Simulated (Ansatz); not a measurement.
Base system: K in the bcc (W type) structure (space group Im-3m, No. 229; a = 5.2795 Å).

All numbers come from PBE in Ansatz (plane waves to 420 eV, PAW, no spin-orbit coupling), earlier PAW set.

Before the change:

The volume per atom is 73.58 Å³.

Perturbation: cell and atoms relaxed at a pressure of 5 GPa.

Task: What happens to the volume per atom?

Result: The volume per atom falls by 29.93 Å³ to 43.65 Å³.

Load acts through the strain it causes; cell and atoms are relaxed under it. Stability against distortions was not tested. No other phases were tried under pressure.

Ansatz is a quantum-chemistry and plane-wave program.
